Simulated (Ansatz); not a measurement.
Input:

```
CELL_PARAMETERS angstrom
      1.57878     0.88528     5.76695
     -1.57878     0.88528     5.76695
      0.00000    -1.80442     5.77221
ATOMIC_POSITIONS crystal
  Mo 0.00077 0.00077 0.99857
  S  0.75715 0.75715 0.75492
  S  0.57538 0.57538 0.57981
```

No spin polarisation.

Calculations: PBEsol-D3(BJ) (Ansatz, a quantum-chemistry and plane-wave program; PAW; 420 eV plane waves; no SOC), earlier PAW set. Settings: 12×12×12 k-points, 0.05 eV Fermi–Dirac smearing.

Task: Predict the space group and electron mass.

Result: 
- Space group = Cm (No. 8)
- Electron mass = 0.60 mₑ along x, 0.70 mₑ along y, 0.42 mₑ along z (off the special points)

The levels and masses belong to the bands next to the band gap. Load acts through the strain it causes; cell and atoms are relaxed under it. Effective masses come from finite differences of ±0.01 Å⁻¹. Stability under load was not tested beyond the relaxation. The cell was made from MoS2 in the 3R-MoS2 type structure (space group R3m, No. 160; layered, stacked along the Cartesian z axis) by this change: uniaxial stress, 3 GPa tension along x.
